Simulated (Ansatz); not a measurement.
# Sn under a change: Sn → Si

Consider Sn in the diamond structure (space group Fd-3m, No. 227; a = 6.5688 Å).

It is then changed as follows: full substitution Sn → Si; the structure is relaxed again.

Computed with r2SCAN/PAW in Ansatz (an electronic-structure program), no spin-orbit coupling, earlier PAW set. k-mesh 10×10×10 (Γ-centred); smearing 0.05 eV (Fermi–Dirac), for the changed cell.

| quantity | base | changed | shift |
|---|---|---|---|
| volume per atom | 35.43 Å³ | 20.17 Å³ | -15.26 Å³ |
| lattice parameter a | 6.569 Å | 5.444 Å | -1.125 Å |
| shortest interatomic distance | 2.844 Å | 2.357 Å | -0.487 Å |
| band gap | zero | 0.78 eV | – |
| gap character | absent | indirect, Γ → Γ–X (87 % along) | – |
| electron mass | – | 0.91 mₑ along k, 0.19 mₑ across (off the special points) | – |
| hole mass (degenerate bands, along [100]) | – | 0.17, 0.25, 0.25 mₑ (at Γ) | – |

Cost of the whole job for the changed cell (relaxation, final SCF and bands): about 29 core-seconds (a rough figure).

Effective masses come from finite differences of ±0.01 Å⁻¹. Along k means along the line from Γ to the band edge. Stability against distortions was not tested.
